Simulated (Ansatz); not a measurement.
Start from a 16-atom supercell of BN in the h-BN type structure (space group P6_3/mmc, No. 194; a = 2.506 Å, c = 6.615 Å; layered, stacked along the Cartesian z axis) at its relaxed geometry.

Level of theory: plane-wave PAW DFT at the PBE-D3(BJ) level (Ansatz, an electronic-structure program, 420 eV), scalar-relativistic without spin-orbit coupling.

One neutral defect a cell, atoms relaxed at fixed cell.

One change was made to it. Results:

| quantity | base | after |
|---|---|---|
| pressure | 0.0 GPa | 4.9 GPa |
| largest displacement of a host atom from its site in the perfect cell | – | 0.29 Å |

Which change produced these results?
A. N vacancy, symmetric start
B. Li interstitial (started 1.99 Å from the nearest host atom)
C. N interstitial (started 1.99 Å from the nearest host atom)

C, N interstitial (started 1.99 Å from the nearest host atom). For comparison, the pressure in the other runs: N vacancy, symmetric start gives -5.2 GPa; Li interstitial (started 1.99 Å from the nearest host atom) gives 3.9 GPa.

Other magnetic orders, which the real material may have, were not ruled out. The cell is small, so the values are those of an ordered compound at a high defect concentration; dilute-limit values will differ. A case with no gap was solved on a k-mesh chosen for an insulator, which is coarse for it. Defects with a symmetric start kept the site's symmetry and may sit on a saddle; the others started slightly shaken. Starting moments died away, wholly or in part, for Li interstitial (started 1.99 Å from the nearest host atom); another magnetic solution may exist. The program warned that a D3 coordination switch lies within reach, so dispersion energies are less smooth here.
